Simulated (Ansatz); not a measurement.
Functionals compared on Cl on the 1x1 (100) surface of fcc Cu, one in a 2x2 cell, started at the site 'bridge Cu-Cu (span 2.6 Å)', in Ansatz (plane waves, PAW). The structure was relaxed with PBE; the other rows are single points on it, each with its references at the same level. Cutoff 420 eV (500 eV for r2SCAN).

Model: 17-atom slab, 5.3 Å thick at the start under the adsorbate (thin: gaps and levels are the slab's own), 6x6x1 mesh, Fermi-Dirac 0.1 eV, dipole correction, 8 atoms held, the rest relaxed; start symmetry kept, larger cells not searched; no spin, no spin-orbit, no U, no dispersion correction. At the end it is bonded to 2 Cu. In PBE this state lies 0.06 eV over the lowest of the starts that converged ('hollow Cu-Cu-Cu-Cu over Cu at depth 1.8 Å'). These notes are the PBE run's. Adsorption energies are against ½ Cl2(g). A negative adsorption energy means that the adsorbate is more stable on the surface than in its reference.

```json
[
 {"functional": "PBE", "adsorption energy (eV)": "-1.90", "work function of the top face (eV)": "5.43", "change of the work function (eV)": "0.88", "rough cost of the single point": "–"},
 {"functional": "RPBE", "adsorption energy (eV)": "-1.72", "work function of the top face (eV)": "5.31", "change of the work function (eV)": "0.94", "rough cost of the single point": "roughly 3 core-minutes"},
 {"functional": "r2SCAN", "adsorption energy (eV)": "…", "work function of the top face (eV)": "…", "change of the work function (eV)": "…", "rough cost of the single point": "about 5 core-minutes (a rough figure)"}
]
```

Question: What belongs in the gaps?

Answer: 
- r2SCAN, adsorption energy (eV): -2.28
- r2SCAN, work function of the top face (eV): 5.51
- r2SCAN, change of the work function (eV): 0.97

Ansatz is a program for electronic structure.
